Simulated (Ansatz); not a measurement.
The starting structures come from a database of crystals and need not be the phases stable at ambient conditions.

By LDA, the system below comes out a metal.

The ballistic (Sharvin) conductance counts the channels at the Fermi level: G/A = (e²/h) × channels of both spins per area.

Input:

```
CELL_PARAMETERS angstrom
      4.36006     0.00000     0.00000
      0.00000     4.36006     0.00000
      2.18003    -2.18003     3.08303
ATOMIC_POSITIONS crystal
  Cu 0.50000 0.50000 0.00000
  Cu 0.25000 0.25000 0.50000
  Cu 0.75000 0.75000 0.50000
  Sn 0.00000 0.00000 0.00000
```

Space group of this cell: Fm-3m. The cell is taken as given; by LDA its mean pressure is -10.4 GPa.

The current flows along the normal of the first two printed cell vectors, the (001) plane of the conventional cell. No spin-orbit coupling; the value is a mean over 0.1 eV about the Fermi level.

State the ballistic conductance per area according to LDA run with Ansatz (an electronic-structure program).

0.72 × 10¹⁵ S/m² for both spins.
